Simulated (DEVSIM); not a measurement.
Structure: Si n-p junction from an implanted or diffused profile, at 350 K.

```csv
layer (left to right),material,thickness (μm),Na (cm⁻³),τn (s),τp (s)
1,Si,10.0,3.5e15,3e-7,3e-7
```

Added donor profile: 1.1e18 cm⁻³ × exp(−(x − 0 μm)²/(2·(0.023 μm)²)). Left contact: ohmic. Right contact: ohmic. Voltage is applied to the left contact. Recombination: SRH at mid-gap. Gap narrowing is on: ΔEg = 6.92 meV × (l + √(l² + 0.5)), l = ln(N/1.3e17 cm⁻³), shared equally by both band edges. Mobility is μmin + (μ − μmin)/(1 + (N/Nref)^α).

This is a model device: material constants are rounded textbook-type values typed into the input, and sizes, dopings and lifetimes were drawn at random. Values at 300 K; Nc and Nv go as T^1.5, mobilities as T to minus their exponent, the gap by Varshni's rule with the affinity fixed.

| parameter | Si |
|---|---|
| gap (eV) | 1.124 |
| affinity (eV) | 4.05 |
| permittivity | 11.7 |
| Nc (cm⁻³) | 2.86e19 |
| Nv (cm⁻³) | 3.1e19 |
| μn (cm²/Vs) | 1417 |
| μp (cm²/Vs) | 470 |
| μn,min | 52 |
| μp,min | 45 |
| Nref,n | 9.7e16 |
| Nref,p | 2.2e17 |
| αn | 0.68 |
| αp | 0.72 |
| T exponent of μn | 2.3 |
| T exponent of μp | 2.2 |
| Varshni α (eV/K) | 0.000473 |
| Varshni β (K) | 636 |

Simulated with DEVSIM: 1D drift-diffusion, Boltzmann statistics, complete ionisation; no tunnelling, impact ionisation, image-force lowering or self-heating.

Problem. Tabulate band edges, carrier densities and field at zero bias.

Solution. Energies count from the Fermi level of the right contact; mesh points crowd at the junctions.

| x (μm) | Ec (eV) | Ev (eV) | n (cm⁻³) | p (cm⁻³) | field (V/cm) |
|---|---|---|---|---|---|
| 0.000 | 0.105 | -0.975 | 1.1e18 | 360000 | 2000 |
| 0.01572 | 0.114 | -0.970 | 8.4e17 | 420000 | 7500 |
| 0.03177 | 0.137 | -0.956 | 3.8e17 | 680000 | 16000 |
| 0.04646 | 0.173 | -0.931 | 1.1e17 | 1500000 | 24000 |
| 0.06670 | 0.229 | -0.881 | 1.8e16 | 8000000 | 26000 |
| 0.08096 | 0.266 | -0.845 | 5.4e15 | 2.7e7 | 25000 |
| 0.09568 | 0.301 | -0.809 | 1.7e15 | 8.7e7 | 24000 |
| 0.1190 | 0.354 | -0.756 | 2.9e14 | 5.1e8 | 22000 |
| 0.1541 | 0.428 | -0.682 | 2.5e13 | 5.9e9 | 20000 |
| 0.2283 | 0.562 | -0.548 | 2.9e11 | 4.9e11 | 16000 |
| 0.3665 | 0.732 | -0.379 | 1.0e9 | 1.4e14 | 8600 |
| 0.7914 | 0.829 | -0.282 | 4.2e7 | 3.4e15 | 76 |
| 1.461 | 0.829 | -0.281 | 4.1e7 | 3.5e15 | ≈ 0 |
| 2.761 | 0.829 | -0.281 | 4.1e7 | 3.5e15 | ≈ 0 |
| 6.244 | 0.829 | -0.281 | 4.1e7 | 3.5e15 | ≈ 0 |
| 8.050 | 0.829 | -0.281 | 4.1e7 | 3.5e15 | ≈ 0 |
| 9.035 | 0.829 | -0.281 | 4.1e7 | 3.5e15 | ≈ 0 |
| 9.508 | 0.829 | -0.281 | 4.1e7 | 3.5e15 | ≈ 0 |
| 9.813 | 0.829 | -0.281 | 4.1e7 | 3.5e15 | ≈ 0 |
| 9.914 | 0.829 | -0.281 | 4.1e7 | 3.5e15 | ≈ 0 |
| 9.966 | 0.829 | -0.281 | 4.1e7 | 3.5e15 | ≈ 0 |
| 10.00 | 0.829 | -0.281 | 4.1e7 | 3.5e15 | ≈ 0 |
